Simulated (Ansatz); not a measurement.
Functionals compared on the (0001) surface of wurtzite ZnO, Zn-terminated, 2x2 with 2 H on 4 top atoms (bottom of the slab: 2 H on 4 bottom sites), in Ansatz (plane waves, PAW). The structure was relaxed with PBE; the other rows are single points on it. Cutoff 420 eV (500 eV for r2SCAN).

Model: 44-atom slab, 13.8 Å thick at the start with caps and adatoms (thin: gaps and levels are the slab's own), 4x4x1 mesh, Fermi-Dirac 0.025 eV, dipole correction, 8 atoms held, the rest relaxed; no symmetry held; no spin, no spin-orbit, no U. These notes are the PBE run's.

| functional | gap of the slab on its k-mesh (eV) | highest filled level below the top vacuum level (eV) | rough cost of the single point |
|---|---|---|---|
| PBE | 0.54 | 6.86 | – |
| r2SCAN | ? | ? | very roughly 8 core-minutes |

Task: Fill in the missing entries.

Result: 
- r2SCAN, gap of the slab on its k-mesh (eV): 0.80
- r2SCAN, highest filled level below the top vacuum level (eV): 7.16

Ansatz is a quantum-chemistry and plane-wave program.
